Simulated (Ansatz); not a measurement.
MgO (I4/mmm), PBEsol, rigid bands run with Ansatz (a quantum-chemistry and plane-wave program): Condition of this run: biaxial strain xx = yy = -3 %, z clamped. band gap 5.18 eV, N_c = 5.52e18 cm⁻³ and N_v = 9.63e19 cm⁻³ at 300 K, conductivity masses along z (a = (0.00, 2.04, 2.11) Å; b = (2.04, 0.00, 2.11) Å; c = (2.04, 2.04, 0.00) Å) of 0.355 mₑ (electrons) and 1.81 mₑ (holes). Take k_BT = 0.02585 eV.

**Question.** A film of it is 2 nm thick, with its normal along the direction named. Estimate the confinement energies in an infinite well.

**Answer.** ħ²π²/(2m t²) = 0.376 eV·nm²/(m/mₑ × t²) gives 265 meV for electrons and 51.9 meV for holes, so the gap would widen to about 5.50 eV. Finite barriers and nonparabolic bands lower this, and with several valleys or bands the heaviest mass along the normal sets the lowest level, not this average.

**Question.** Find the intrinsic carrier density and the intrinsic Fermi level.

**Answer.** n_i = √(N_c N_v) exp(−E_g/2k_BT) = 2.31e19 × exp(−100.19) = 7.1e-25 cm⁻³. The level lies (k_BT/2) ln(N_v/N_c) = 37 meV from mid-gap (positive towards the conduction band). Each 0.1 eV added to the gap lowers n_i by a factor of 6.9.

**Question.** What thermal injection velocity √(2k_BT/πm) limits a ballistic channel along the direction named?

**Answer.** 9.03e6 cm/s for electrons and 4.00e6 cm/s for holes, a ratio of √(m_h/m_e) = 2.26, for dilute carriers.

Rigid, parabolic bands with the computed gap; masses take one relaxation time for all states. Spin-orbit coupling is left out.
